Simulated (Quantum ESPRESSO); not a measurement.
## Habitual settings against a tight run: VCo (Pm-3m, 2 atoms in the cell)

Self-consistent single point.

```
CELL_PARAMETERS angstrom
      2.96154     0.00000     0.00000
      0.00000     2.96154     0.00000
      0.00000     0.00000     2.96154
ATOMIC_POSITIONS crystal
  V  0.00000 0.00000 0.00000
  Co 0.50000 0.50000 0.50000
```
Moments meant for the start (each program seeds them in its own way; μB, in the order of the atoms V Co): 2.0 3.0.

Method of the run: LDA (PZ), GBRV 1.5 ultrasoft (LDA) pseudopotentials (plane waves; Quantum ESPRESSO).

Base settings: ecutwfc = 50 Ry; ecutrho = 400 Ry; occupations = smearing; smearing = gaussian; degauss = 0.019992 Ry; nspin = 2; potentials = {V: v_lda_v1.4.uspp.F.UPF, Co: co_lda_v1.2.uspp.F.UPF}; K_POINTS = automatic 8 8 8 0 0 0; conv_thr = 1e-10 Ry; mixing_beta = 0.4.

Tight run (finer mesh or higher cutoff; not a proven limit): ecutwfc: 50 Ry → 70 Ry; ecutrho: 400 Ry → 560 Ry; conv_thr: 1e-10 Ry → 7.3e-11 Ry; K_POINTS: automatic 8 8 8 0 0 0 → automatic 11 11 11 0 0 0. It gave Fermi level (on the code's own zero) 16.12 eV; pressure -25.97 GPa; size of the cell's spin moment 1.71 μB; site moments (μB, in the program's spheres or projections) V 0.47, Co 1.20.

Quick runs, as changes from the base:
- A: the base itself
- B: ecutwfc: 50 Ry → 25 Ry; ecutrho: 400 Ry → 200 Ry; conv_thr: 1e-10 Ry → 7.3e-06 Ry; K_POINTS: automatic 8 8 8 0 0 0 → automatic 4 4 4 0 0 0
- C: ecutwfc: 50 Ry → 30 Ry; ecutrho: 400 Ry → 240 Ry; smearing: gaussian → marzari-vanderbilt; degauss: 0.019992 Ry → 0.036749 Ry; conv_thr: 1e-10 Ry → 7.3e-05 Ry; pseudopotentials: {V: v_lda_v1.4.uspp.F.UPF, Co: co_lda_v1.2.uspp.F.UPF} → {V: v_pbe_v1.4.uspp.F.UPF, Co: Co_pbe_v1.2.uspp.F.UPF}; K_POINTS: automatic 8 8 8 0 0 0 → automatic 6 6 6 0 0 0; input_dft: default → pbesol [PBEsol]
- D: ecutwfc: 50 Ry → 35 Ry; ecutrho: 400 Ry → 280 Ry

Energies are extrapolated to zero smearing width, which holds to low order in the width alone (under cold and Methfessel-Paxton smearing the free energy itself is taken).

Dashes: pressure of B, C, not trusted under this conv_thr with d or f elements; energy of C, another energy zero.

† marks runs with another functional, U, potentials or spin treatment: their distance from the tight run is not a convergence error alone.

The count of work is k-points × plane waves × bands × iterations; it is no time. 

The starting cell comes from a database of computed structures (which also holds hypothetical and non-ambient phases and stackings), without a prior relaxation at this level. Its lattice was rescaled by a random factor within 2.5 % of one. The magnetic order is the one reached from the typed start; others were not searched systematically. In the base run, with a pressure of about -26 GPa the cell is away from its equilibrium volume at this level.

| run | energy less tight (meV/atom) | pressure less tight (GPa) | size of the net moment less tight (μB/atom) | count of work / tight |
|---|---|---|---|---|
| A | 6.1 | -0.06 | -0.01 | 0.39 |
| B | 2605.8 | – | 0.08 | 0.027 |
| C† | – | – | -0.02 | 0.055 |
| D | 33.1 | -3.86 | -0.01 | 0.21 |

Among the runs at the tight run's level, the energy misses run from 6.1 to 2605.8 meV/atom.

Left out of this page: 2 runs of the series outside the window shown, repeating another row's setting, or not comparable.
